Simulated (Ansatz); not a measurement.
Results of LDA in Ansatz (PAW) for AlAs (model structure, started from the BeO type, P4₂/mnm, No. 136, 8 atoms in the cell).

Numerical settings: plane-wave cutoff 520 eV, 6×6×10 k mesh (along the axes of the cell as run), Fermi–Dirac smearing 0.01 eV, scalar-relativistic PAW data made under PBE.

Cell (relaxed at this level):

```cif
data_Al4As4
_chemical_formula_sum 'Al4 As4'
_space_group_name_H-M_alt 'P 1'
_space_group_IT_number 1
_cell_length_a 6.83809
_cell_length_b 6.83809
_cell_length_c 3.99966
_cell_angle_alpha 90.000
_cell_angle_beta 90.000
_cell_angle_gamma 90.000
loop_
_space_group_symop_operation_xyz
  'x, y, z'
loop_
_atom_site_label
_atom_site_type_symbol
_atom_site_fract_x
_atom_site_fract_y
_atom_site_fract_z
_atom_site_occupancy
Al1 Al 0.32752 0.67248 0.00000 1
Al2 Al 0.67248 0.32752 0.00000 1
Al3 Al 0.82752 0.82752 0.50000 1
Al4 Al 0.17248 0.17248 0.50000 1
As1 As 0.31356 0.31356 0.00000 1
As2 As 0.68644 0.68644 0.00000 1
As3 As 0.18644 0.81356 0.50000 1
As4 As 0.81356 0.18644 0.50000 1
```

Task: What does this level give for the band gap and smallest direct gap on the k points sampled?

Result: 
* **band gap**: 1.31 eV (indirect)
* **smallest direct gap on the k points sampled**: 1.54 eV

Note: the relaxation could raise the start's symmetry but not lower it, so the cell can be a saddle point.

Spin–orbit coupling is not included.

A model structure was made by putting elements into a prototype or built by hand; it is no filed structure, need not be a known phase, and can be a saddle point held by its symmetry.

Ansatz is a first-principles code.
